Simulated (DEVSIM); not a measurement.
System: Ni/SiO2/n-Si capacitor, at 300 K.

Layer 1 from the left is SiO2, thickness (nm) 2.30. Layer 2 from the left is Si, thickness (nm) 2900, Nd (cm⁻³) 3.8e16.

Metal gate on the left, work function 5.1 eV. Fixed charge at the semiconductor interface -8.8e10 cm⁻² (in units of +e); no interface traps.

This is a model device: material constants are rounded textbook-type values typed into the input, and sizes, dopings and lifetimes were drawn at random. Values at 300 K.

SiO2: gap (eV) 9, affinity (eV) 0.9, permittivity 3.9. Si: gap (eV) 1.124, affinity (eV) 4.05, permittivity 11.7, Nc (cm⁻³) 2.86e19, Nv (cm⁻³) 3.1e19.

Q: Estimate by hand the flat-band voltage, the threshold voltage, and compare with a numerical solution.

A: 
- Flat-band voltage: C = 1.50 μF/cm², work-function difference 0.879 V; VFB = φms − qNf/C = 0.89 V; numerical 0.89 V.
- Threshold voltage: φF = 0.390 V, depletion charge √(4εqNφF) = 9.92e-8 C/cm²; VT = VFB − 2φF − Qd/C = 0.04 V; numerical 0.04 V.

Model (solved in DEVSIM): 1D Poisson equation in equilibrium, Boltzmann statistics, complete ionisation; no quantum confinement or tunnelling. Metal contacts follow the ideal Schottky-Mott rule: no Fermi-level pinning, no interface dipoles.
